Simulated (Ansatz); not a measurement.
Amorphous Zr20O39F2, 61 atoms at 5.25 g/cm³, one PBE-relaxed geometry, zone centre. Methods: PBE, scalar-relativistic without spin-orbit coupling (Ansatz, a quantum-chemistry and plane-wave program); r2SCAN, scalar-relativistic without spin-orbit coupling (Ansatz); HSE06, scalar-relativistic without spin-orbit coupling (Ansatz). Plane waves to 420 eV (r2SCAN 500 eV); exact exchange is cut at the cell's faces. At PBE the levels at the filled edge of the gap are localised (band-tail or defect states). All rungs ran without spin polarisation.

It comes from a melt-quench run on a machine-learned potential (CHGNet), relaxed afterwards by DFT. O and F atoms were pushed apart under 1.9 Å during the dynamics, to hinder bonds among them. The hot cell started wider than the set density and was brought back towards it in steps. It is the lowest in DFT energy of 2 quenches. It is a model cell: composition and starting density were chosen by hand, and all elements were melted together. No dispersion term was used. Its density started from a set value of 5.25 and ended at 5.25 g/cm³. The simulated quench (nominally 450 K/ps over its main leg) is rapid and tends to freeze in more defects than a deposited or slowly cooled glass has. A cell of this size samples the disorder only roughly. The volume was held where the preparation left it, at a PBE pressure of 0.5 GPa. Stress components on the final sampling reach 1.7 GPa. Cycles of charging lowered its energy after that relaxation.

The relaxation ran on the zone centre alone. At PBE the level gap is 3.58 eV on a 2×2×2 Γ-centred mesh, and the spacing at the zone centre alone 3.70 eV.

Problem. What zone-centre spacing does r2SCAN give, roughly?

Solution. 4.16 eV (+0.46 eV against PBE).

Problem. What zone-centre spacing does HSE06 give, roughly?

Solution. 5.24 eV (+1.54 eV against PBE).

The highest filled and the lowest empty state spread over these numbers of atoms (participation numbers): PBE: 8.3 and 14.2; r2SCAN: 8.2 and 13.5; HSE06: 8.0 and 14.1.
